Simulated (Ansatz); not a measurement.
Results of PBEsol (Ansatz, a quantum-chemistry and plane-wave program, PAW) for SrTaNO₂ (Ama2, No. 40, 20 atoms in the cell; start mp-2583419).

Run with plane-wave cutoff 520 eV, 4×6×6 k mesh (along the axes of the cell as run), Fermi–Dirac smearing 0.01 eV, scalar-relativistic PAW data made under PBE.

Cell (relaxed with PBEsol):

```xyz
20
Lattice="8.0002 0.0000 0.0000 0.0000 4.0670 3.9653 0.0000 -4.0670 3.9653" Properties=species:S:1:pos:R:3 pbc="T T T"
Sr     6.0001    -0.0258     7.8923
Sr     2.0000     0.0258     7.8923
Sr     6.0001    -0.0296     3.8877
Sr     2.0000     0.0296     3.8877
Ta     7.9411     1.9741     5.9160
Ta     0.0591    -1.9741     5.9160
Ta     4.0592     1.9741     5.9160
Ta     3.9410    -1.9741     5.9160
N      2.0000    -2.0847     5.6521
N      6.0001     2.0847     5.6521
N      0.0000     0.0000     5.9049
N      4.0001     0.0000     5.9049
O      2.0000    -1.9674     2.3439
O      6.0001     1.9674     2.3439
O      4.3350    -2.1157     3.9815
O      3.6652     2.1157     3.9815
O      7.6653    -2.1157     3.9815
O      0.3349     2.1157     3.9815
O      0.0000     0.0000     2.1094
O      4.0001     0.0000     2.1094
```

**Question.** Predict the band gap and smallest direct gap on the k points sampled.

**Answer.** 
band gap: 1.15 eV
smallest direct gap on the k points sampled: 1.32 eV

Spin–orbit coupling is not included.

Computed values are for the static lattice.

Cost on a shared machine: very roughly 15 core-minutes.

A start named mp-… is a Materials Project structure, which need not be a measured phase.
